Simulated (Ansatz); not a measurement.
SnTeO3 (model structure, started from the GaBiO3 type, R3c, No. 161, 10 atoms in the cell) was calculated with PBEsol (plane waves, PAW; Ansatz, a quantum-chemistry and plane-wave program).

Numerical settings: plane-wave cutoff 520 eV, 12×12×12 k mesh, Fermi–Dirac smearing 0.05 eV, scalar-relativistic PAW data made under PBE.

Cell (relaxed with PBEsol):

Space group R3c, hexagonal axes (No. 161); a = 6.3556 Å, b = 6.3556 Å, c = 13.3974 Å, α = 90.00°, β = 90.00°, γ = 120.00°

```tsv
atom	site	symmetry	x	y	z
Sn	6a	3.	0.0000	0.0000	0.0330
Te	6a	3.	0.0000	0.0000	0.3067
O	18b	1	0.4164	0.1016	0.2291
```
(The calculation used a cell of 10 atoms; values per cell refer to that cell.)

Estimate the band gap and direct gap at Γ that the calculation returns.


- band gap: 2.20 eV (on the SCF k mesh)
- direct gap at Γ: 2.41 eV

Note: the relaxation could raise the start's symmetry but not lower it, so the cell can be a saddle point.

Spin–orbit coupling is not included.

The computed numbers hold no vibrational or temperature effects.

The result took very roughly 2.5 core-minutes.

A model structure was made by putting elements into a prototype or built by hand; it is no filed structure, need not be a known phase, and can be a saddle point held by its symmetry.
